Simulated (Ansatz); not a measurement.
An Ansatz (a first-principles code) input (r2SCAN in Ansatz (plane waves to 500 eV, PAW, no spin-orbit coupling)):

Ansatz 0.2 input:
```yaml
crystal:
  lattice:
    - [2.5175042495, 0, 0]
    - [0, 3.560288653, 0]
    - [0, 0, 15]
  atoms:
    - { symbol: C, position: [0.25, 0.25, 0.5] }
    - { symbol: C, position: [0.75, 1, 0.5] }
basis: { ecutwfc: 500, ecutrho_ratio: 4, xc_grid: 4, fft_grid_basis: typed }
kpoints: { mp_grid: { grid: [13, 9, 1] } }
hamiltonian:
  xc: r2scan
  dispersion: none
  pseudopotentials: { kind: paw }
scf: { occupations: { method: fermi_dirac, width: 0.05 }, convergence: { dr2_threshold: 0.0000000002 } }
relax: { f_tol: 0.01, max_steps: 50 }
output: { forces: true, stress: true }
checkpoint: { write: state.ck, write_every: 1000 }
```

Q: Which symmetry and how many k-points will the program report, and about how many plane waves at Γ?

A: Space group Pmma (ITA 51) with 8 operations, k-points 35 of 117, and 3435 plane waves at Γ.

No phonon test of stability was made. The cell was made from C in the diamond structure (space group Fd-3m, No. 227) by this change: a free-standing slab of 1 layer (2 atoms, 2 a layer) is cut normal to [110], with 15 Å of vacuum and the in-plane cell held at bulk.
